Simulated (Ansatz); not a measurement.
The reference is InAs in the zinc blende structure (space group F-43m, No. 216; a = 6.0261 Å). Axes: x, y, z lie along the cube axes.

Level of theory: LDA/PAW in Ansatz (a program for electronic structure), no spin-orbit coupling.

Strains are applied to the cell and any free atomic positions relax; under biaxial strain the out-of-plane vector relaxes too.

One change was made to it. Results:

The energy grows by 3.1 meV/atom; the pressure (mean of the normal stresses, compression positive) goes from zero to 0.8 GPa; the volume per atom shrinks by 0.367 Å³, from 27.35 Å³ to 26.99 Å³.

Question: Which change produced these results?
A) biaxial strain −1.00 %, plane normal [001], relaxed out of plane
B) biaxial strain −0.50 %, plane normal [001], relaxed out of plane
C) biaxial strain +0.50 %, plane normal [001], relaxed out of plane
D) biaxial strain −1.50 %, plane normal [001], relaxed out of plane
E) biaxial strain −2.50 %, plane normal [001], relaxed out of plane

Answer: D, biaxial strain −1.50 %, plane normal [001], relaxed out of plane. For comparison, the energy relative to the base in the other runs: biaxial strain −1.00 %, plane normal [001], relaxed out of plane gives +1.4 meV/atom; biaxial strain +0.50 %, plane normal [001], relaxed out of plane gives +0.3 meV/atom; biaxial strain −0.50 %, plane normal [001], relaxed out of plane gives +0.3 meV/atom; biaxial strain −2.50 %, plane normal [001], relaxed out of plane gives +8.8 meV/atom.

A case with no gap was solved on a k-mesh chosen for an insulator, which is coarse for it. No phonon test of stability was made. All final runs are without spin polarisation. Gaps under 0.05 eV, about the width of the smearing, are given as zero.
